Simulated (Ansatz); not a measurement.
**TiAl under a change: uniaxial strain ε_xx = +3.00 %**

Start from TiAl (space group P4/mmm, No. 123; a = 2.796 Å, c = 4.038 Å; relaxed with 0.1 eV smearing). Axes: x, y, z lie along a, b, c of the conventional cell.

It is then changed as follows: uniaxial strain ε_xx = +3.00 %, all other strain components held at zero, atoms relaxed at fixed cell.

Computed with Kohn–Sham DFT with the PBEsol functional, run in Ansatz (an electronic-structure program) with PAW and 420 eV plane waves, no spin-orbit coupling. Settings: 21×21×14 k-points, 0.1 eV Fermi–Dirac smearing.

```tsv
quantity	base	changed	shift
volume per atom	15.79 Å³	16.26 Å³	+0.47 Å³
space group	P4/mmm (No. 123)	Pmmm (No. 47)	–
shortest interatomic distance	2.796 Å	2.796 Å	0.000 Å
energy relative to the base (free energy F)	0 meV/atom	+8.5 meV/atom	+8.5 meV/atom
pressure (mean of the normal stresses, compression positive)	0.0 GPa	-3.3 GPa	-3.3 GPa
band gap	zero	zero	–
stress (xx, yy, zz, yz, xz, xy; compression positive)	–	(-5.6, -1.8, -2.6, 0.0, 0.0, 0.0) GPa	–
```

Final structure:

```yaml
crystal:
  lattice:
    - [2.88018, 0.00000, 0.00000]
    - [0.00000, 2.79629, 0.00000]
    - [0.00000, 0.00000, 4.03814]
  atoms:
    - { symbol: Ti, position: [0.00000, 0.00000, 0.00000] }
    - { symbol: Al, position: [0.50000, 0.50000, 0.50000] }
```

Cost of the whole job for the changed cell (relaxation, final SCF and bands): very roughly 27 core-seconds.

Stability against distortions was not tested. All final runs are without spin polarisation.
